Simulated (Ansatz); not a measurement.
Base system: Hf in the hcp (Mg type) structure (space group P6_3/mmc, No. 194; a = 3.204 Å, c = 5.073 Å; relaxed with 0.1 eV smearing). Axes: x lies along a and z along c of the hexagonal cell.

Calculations: PBE/PAW in Ansatz (a first-principles code), no spin-orbit coupling.

For the base:

| Property | Result |
|---|---|
| Pressure | 0.0 GPa |

Modification: the cell is stretched by 3.00 % along z with no lateral relaxation; the atoms relax in the strained cell.

### Question
What happens to the energy relative to the base and pressure?

### Answer
The energy rises by 12 meV/atom; the pressure (mean of the normal stresses, compression positive) goes from zero to -3.0 GPa.

No phonon test of stability was made. The final runs are not spin-polarised.
